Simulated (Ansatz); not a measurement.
**rock-salt TiN (1 1 0) on monoclinic HfO2 (0 1 0), one O vacancy in the substrate about 2 Å from each interface (film strained to the substrate, started from cuts of the bulks and a machine-learned relaxation; slabs Hf20O42 and N24Ti24, which can lie off the formulas)**

A periodic stack without vacuum, rock-salt TiN (1 1 0) on monoclinic HfO2 (0 1 0), one O vacancy in the substrate about 2 Å from each interface (film strained to the substrate, started from cuts of the bulks and a machine-learned relaxation; slabs Hf20O42 and N24Ti24, which can lie off the formulas): substrate slab Hf20O42, film N24Ti24, surface cells [[0, -1], [2, -1]] and [[1, 1], [0, 4]], film strained by +2.8 and +3.8 %, outermost planes O/O and NTi/NTi as cut, which need not be the usual terminations and can put a slab off its formula.

The start was prepared with a machine-learned potential, and the result is one local minimum, with the in-plane cell held and forces under 0.04 eV/Å; the film can end far from its bulk form.

Level of theory: PBE (plane waves to 420 eV, PAW; Ansatz, a first-principles code). Scalar-relativistic, without spin–orbit coupling; the runs are not spin-polarised; PBE gaps are too small against experiment. Its k-point mesh 6×3×1, Fermi–Dirac width 0.05 eV.

```
Property                                                                                    Value
--------------------------------------------------------------------------------  ---------------
interface area                                                                            54.5 Å²
period                                                                                    23.27 Å
heights between the nearest atoms of the two slabs at the two interfaces          1.06 and 1.08 Å
Hf–Ti contacts across the interfaces within 1.22 times the sum of covalent radii  21, mean 3.46 Å
O–Ti contacts across the interfaces within 1.22 times the sum of covalent radii   16, mean 2.12 Å
Hf–N contacts across the interfaces within 1.22 times the sum of covalent radii    4, mean 2.25 Å
```

```yaml
crystal:
  lattice:
    - [5.35065, -0.00165, 0.14065]
    - [7.08081, 10.17282, 0.36937]
    - [3.95756, 1.70540, 23.41448]
  atoms:
    - { symbol: Hf, position: [0.43373, 0.31194, 0.09550] }
    - { symbol: Hf, position: [0.91915, 0.79353, 0.09006] }
    - { symbol: Hf, position: [0.28046, 0.09653, 0.06979] }
    - { symbol: Hf, position: [0.68002, 0.59952, 0.08492] }
    - { symbol: Hf, position: [0.64719, 0.06109, 0.20688] }
    - { symbol: Hf, position: [0.14647, 0.57100, 0.20965] }
    - { symbol: Hf, position: [0.85406, 0.29776, 0.18629] }
    - { symbol: Hf, position: [0.34387, 0.80570, 0.18684] }
    - { symbol: O, position: [0.41156, 0.41568, 0.15725] }
    - { symbol: O, position: [0.89677, 0.90617, 0.15795] }
    - { symbol: O, position: [0.08791, 0.95997, 0.23653] }
    - { symbol: O, position: [0.60732, 0.46211, 0.23241] }
    - { symbol: O, position: [0.72401, 0.96311, 0.04055] }
    - { symbol: O, position: [0.95879, 0.40876, 0.11492] }
    - { symbol: O, position: [0.41769, 0.91751, 0.12270] }
    - { symbol: O, position: [0.52562, 0.40838, 0.02616] }
    - { symbol: O, position: [0.34224, 0.66207, 0.03931] }
    - { symbol: O, position: [0.85057, 0.17765, 0.12850] }
    - { symbol: O, position: [0.31544, 0.67519, 0.14515] }
    - { symbol: O, position: [0.33561, 0.16697, 0.14478] }
    - { symbol: O, position: [0.82828, 0.66058, 0.14550] }
    - { symbol: O, position: [0.46223, 0.20831, 0.03417] }
    - { symbol: O, position: [0.72189, 0.74155, 0.03972] }
    - { symbol: Hf, position: [0.26258, 0.27264, 0.31584] }
    - { symbol: Hf, position: [0.77423, 0.76777, 0.32226] }
    - { symbol: Hf, position: [0.09358, 0.04764, 0.30022] }
    - { symbol: Hf, position: [0.58992, 0.55511, 0.30085] }
    - { symbol: Hf, position: [0.52083, 0.03396, 0.42824] }
    - { symbol: Hf, position: [0.02162, 0.52520, 0.42822] }
    - { symbol: Hf, position: [0.71801, 0.24865, 0.41096] }
    - { symbol: Hf, position: [0.17922, 0.76339, 0.42155] }
    - { symbol: O, position: [0.27109, 0.35357, 0.38310] }
    - { symbol: O, position: [0.72941, 0.86188, 0.39341] }
    - { symbol: O, position: [0.92123, 0.91076, 0.47619] }
    - { symbol: O, position: [0.48836, 0.41428, 0.44923] }
    - { symbol: O, position: [0.56945, 0.95075, 0.27347] }
    - { symbol: O, position: [0.07705, 0.44942, 0.26840] }
    - { symbol: O, position: [0.78647, 0.36661, 0.34262] }
    - { symbol: O, position: [0.27806, 0.86697, 0.35256] }
    - { symbol: O, position: [0.66567, 0.19815, 0.25095] }
    - { symbol: O, position: [0.16522, 0.69452, 0.25947] }
    - { symbol: O, position: [0.69842, 0.11742, 0.36223] }
    - { symbol: O, position: [0.19809, 0.63423, 0.36854] }
    - { symbol: O, position: [0.18840, 0.12618, 0.36658] }
    - { symbol: O, position: [0.75954, 0.60799, 0.35683] }
    - { symbol: O, position: [0.16642, 0.19396, 0.25150] }
    - { symbol: O, position: [0.66284, 0.70400, 0.25128] }
    - { symbol: Hf, position: [0.12956, 0.22488, 0.53421] }
    - { symbol: Hf, position: [0.75972, 0.64661, 0.57548] }
    - { symbol: Hf, position: [0.96419, 0.99950, 0.54598] }
    - { symbol: Hf, position: [0.48397, 0.49657, 0.51774] }
    - { symbol: O, position: [0.96442, 0.41420, 0.49862] }
    - { symbol: O, position: [0.68458, 0.30707, 0.55573] }
    - { symbol: O, position: [0.35894, 0.83881, 0.55754] }
    - { symbol: O, position: [0.53305, 0.15773, 0.47615] }
    - { symbol: O, position: [0.02584, 0.63907, 0.49024] }
    - { symbol: O, position: [0.33014, 0.23163, 0.59355] }
    - { symbol: O, position: [0.20190, 0.49778, 0.59285] }
    - { symbol: O, position: [0.22210, 0.04934, 0.58518] }
    - { symbol: O, position: [0.42399, 0.62431, 0.57161] }
    - { symbol: O, position: [0.08930, 0.11260, 0.47664] }
    - { symbol: O, position: [0.55213, 0.63812, 0.46051] }
    - { symbol: N, position: [0.75333, 0.49076, 0.65354] }
    - { symbol: N, position: [0.77289, 0.73021, 0.64495] }
    - { symbol: N, position: [0.80520, 0.97874, 0.63890] }
    - { symbol: N, position: [0.80732, 0.22429, 0.65973] }
    - { symbol: N, position: [0.26919, 0.21852, 0.70927] }
    - { symbol: N, position: [0.26134, 0.46048, 0.70843] }
    - { symbol: N, position: [0.23992, 0.72000, 0.70643] }
    - { symbol: N, position: [0.26102, 0.96589, 0.71075] }
    - { symbol: N, position: [0.72428, 0.20254, 0.77723] }
    - { symbol: N, position: [0.71791, 0.45295, 0.77468] }
    - { symbol: N, position: [0.71469, 0.70420, 0.77246] }
    - { symbol: N, position: [0.71933, 0.95271, 0.77311] }
    - { symbol: N, position: [0.18646, 0.93822, 0.83443] }
    - { symbol: N, position: [0.18598, 0.18771, 0.84049] }
    - { symbol: N, position: [0.17348, 0.43959, 0.83672] }
    - { symbol: N, position: [0.17840, 0.69149, 0.83336] }
    - { symbol: N, position: [0.65578, 0.92455, 0.90314] }
    - { symbol: N, position: [0.65191, 0.17820, 0.90621] }
    - { symbol: N, position: [0.62551, 0.42934, 0.90246] }
    - { symbol: N, position: [0.63781, 0.67781, 0.90172] }
    - { symbol: N, position: [0.11286, 0.66615, 0.95009] }
    - { symbol: N, position: [0.15332, 0.90806, 0.95495] }
    - { symbol: N, position: [0.18551, 0.12889, 0.97974] }
    - { symbol: N, position: [0.07389, 0.42634, 0.96094] }
    - { symbol: Ti, position: [0.77176, 0.35018, 0.70804] }
    - { symbol: Ti, position: [0.71925, 0.59683, 0.71077] }
    - { symbol: Ti, position: [0.76189, 0.84000, 0.70493] }
    - { symbol: Ti, position: [0.76262, 0.08746, 0.71381] }
    - { symbol: Ti, position: [0.40011, 0.32531, 0.63955] }
    - { symbol: Ti, position: [0.26279, 0.59929, 0.64995] }
    - { symbol: Ti, position: [0.27189, 0.86790, 0.64860] }
    - { symbol: Ti, position: [0.29096, 0.10482, 0.65337] }
    - { symbol: Ti, position: [0.68515, 0.06515, 0.83858] }
    - { symbol: Ti, position: [0.69455, 0.31212, 0.84058] }
    - { symbol: Ti, position: [0.66809, 0.56464, 0.83825] }
    - { symbol: Ti, position: [0.68595, 0.81718, 0.83367] }
    - { symbol: Ti, position: [0.21818, 0.07542, 0.77718] }
    - { symbol: Ti, position: [0.23070, 0.32701, 0.77235] }
    - { symbol: Ti, position: [0.21193, 0.57934, 0.77213] }
    - { symbol: Ti, position: [0.21712, 0.82826, 0.77025] }
    - { symbol: Ti, position: [0.61593, 0.78702, 0.95799] }
    - { symbol: Ti, position: [0.67280, 0.02988, 0.95850] }
    - { symbol: Ti, position: [0.50655, 0.31879, 0.96549] }
    - { symbol: Ti, position: [0.55416, 0.54203, 0.96387] }
    - { symbol: Ti, position: [0.15221, 0.80326, 0.89987] }
    - { symbol: Ti, position: [0.17391, 0.05604, 0.91417] }
    - { symbol: Ti, position: [0.12481, 0.31186, 0.90149] }
    - { symbol: Ti, position: [0.12833, 0.55717, 0.89936] }
```
